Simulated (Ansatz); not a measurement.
The reference is ZrSi in the rock salt structure (space group Fm-3m, No. 225; a hypothetical phase, not in the database extracts checked).

```
CELL_PARAMETERS angstrom
      0.00000     2.67089     2.67089
      2.67089     0.00000     2.67089
      2.67089     2.67089     0.00000
ATOMIC_POSITIONS crystal
  Si 0.00000 0.00000 0.00000
  Zr 0.50000 0.50000 0.50000
```

The values are results of PBEsol, PAW, 420 eV (Ansatz, an electronic-structure program; without spin-orbit coupling), earlier PAW set, not measurements.

One change was made to it. Results:

```tsv
quantity	base	after
shortest interatomic distance	2.671 Å	2.341 Å
band gap	zero	zero
```

Task: Which change produced these results?
A. pressure 100 GPa
B. pressure 50 GPa
C. pressure 30 GPa
D. pressure 3 GPa

Result: A, pressure 100 GPa. For comparison, the shortest interatomic distance in the other runs: pressure 3 GPa gives 2.650 Å; pressure 30 GPa gives 2.517 Å; pressure 50 GPa gives 2.452 Å.

Load acts through the strain it causes; cell and atoms are relaxed under it. No phonon test of stability was made. No other phases were tried under pressure. All final runs are without spin polarisation.
